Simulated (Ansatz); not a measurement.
The parent structure is InP in the zinc blende structure (space group F-43m, No. 216).

```
InP
1.0
    0.00000     2.95366     2.95366
    2.95366     0.00000     2.95366
    2.95366     2.95366     0.00000
P In
1 1
Direct
  0.75000   0.75000   0.75000
  0.00000   0.00000   0.00000
```

Method: plane-wave PAW DFT at the r2SCAN level (Ansatz, a program for electronic structure, 500 eV), no spin-orbit coupling, earlier PAW set.

For the base:

| Quantity | Value |
|---|---|
| Shortest interatomic distance | 2.558 Å |
| Band gap | 1.02 eV |
| Density | 4.70 g/cm³ |
| Gap character | direct at Γ |

It is then changed as follows: full substitution P → Cl; the structure is relaxed again.

Question: How does this affect the shortest interatomic distance, band gap, density and gap character?

Answer: The shortest interatomic distance grows by 0.502 Å, from 2.558 Å to 3.060 Å; the band gap goes up by 1.533 eV (1.02 eV → 2.56 eV); the density shrinks by 1.87 g/cm³ (4.70 g/cm³ → 2.83 g/cm³); the gap character becomes indirect, W → X (base: direct at Γ).

Whether these cells are dynamically stable was not tested. As relaxed here, InCl is a hypothetical phase, not in the database extracts checked.
